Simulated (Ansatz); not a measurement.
The starting structures come from a database of crystals and need not be the phases stable at ambient conditions.

Here is the system:

```xyz
4
Lattice="4.4874 0.0000 0.0000 0.0000 5.1655 0.0000 2.2437 0.0000 3.8862" Properties=species:S:1:pos:R:3 pbc="T T T"
Sr     0.0000     0.0080     0.0000
Ga     4.4874     2.0617     2.5908
Sn     2.2437     2.8381     1.2954
H      4.4874     0.3130     2.5908
```

Space group of this cell: P3m1. The cell is taken as given; by r2SCAN its mean pressure is -1.2 GPa.

Transport runs along the normal of the first two printed cell vectors, the (100) plane of the conventional cell.

No gap correction and no spin-orbit coupling; mid-gap values are interpolated between computed energies.

Question: Predict the band gap and the smallest decay constant κ at mid-gap from r2SCAN (Ansatz, a program for electronic structure).

Answer: Gap 0.77 eV on a 8×6×8 mesh; κ = 0.040 1/Å, at (0.000, 0.500) of the in-plane reciprocal vectors. At the zone centre, at the nearest computed energy, the slowest state has κ = 0.09 1/Å.
